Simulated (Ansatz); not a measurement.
CH3 on the 1x1 (0001) surface of hcp Re, one in a 2x2 cell, energies for each (26.7 Å²). Energies are against CH4(g) − ½ H2(g), without zero-point or thermal terms; each row is named by its start.

The numbers are results of PBE (plane waves to 420 eV, PAW; Ansatz, a first-principles code), not measurements.

Model: 20-atom slab, 6.5 Å thick at the start under the adsorbate (thin: gaps and levels are the slab's own), 6x6x1 mesh, Fermi-Dirac 0.1 eV, dipole correction, 8 atoms held, the rest relaxed; each run with such symmetry as its start has; spin where the adsorbate may keep a moment, no spin-orbit, no U, no dispersion correction.

A negative adsorption energy means that the adsorbate is more stable on the surface than in its reference. Starts that drift may end in the same place. Heights count from the host atoms within 0.3 Å of the top one.

```tsv
starting site	E_ads (eV)	height (Å)	nearest host atom (Å)	bonded to	Δ work function (eV)	lateral drift (Å)	moment (μB)
top Re	0.87	2.35	Re 2.20	Re	-0.25	0.0	0.0
hollow Re-Re-Re	0.23	1.71	Re 2.34	3 Re	-1.28	0.0	–
hollow Re-Re-Re over Re at depth 2.1 Å	0.09	1.67	Re 2.33	3 Re	-1.34	0.0	–
bridge Re-Re (span 2.8 Å)	0.09	1.67	Re 2.32	3 Re	-1.33	0.8	–
```
